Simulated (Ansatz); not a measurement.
Take Pt in the fcc (Cu type) structure (space group Fm-3m, No. 225; a = 3.9703 Å) as the base.

(Cell as relaxed with PBE.)

Levels (all Ansatz, a program for electronic structure, PAW): PBE (420 eV, spin-orbit coupling left out); r2SCAN (500 eV, no SOC).

Each level relaxes its own structure.

```
base                        PBE      r2SCAN
-------------------  ----------  ----------
volume per atom        15.65 Å³    15.29 Å³
lattice parameter a  7.503 bohr  7.446 bohr
band gap                   zero        zero
```

Modification: a hydrostatic pressure of 50 GPa.

```csv
quantity,PBE,r2SCAN
shortest interatomic distance,5.066 bohr,5.042 bohr
band gap,zero,zero
```

PBE's shortest interatomic distance lies 0.0235 bohr above r2SCAN's (0.5 %); the two agree on the band gap. Neither level is exact; r2SCAN is the comparison here, not a measurement.

Load acts through the strain it causes; cell and atoms are relaxed under it. No phonon test of stability was made. Competing high-pressure phases were not computed. The final runs are not spin-polarised.
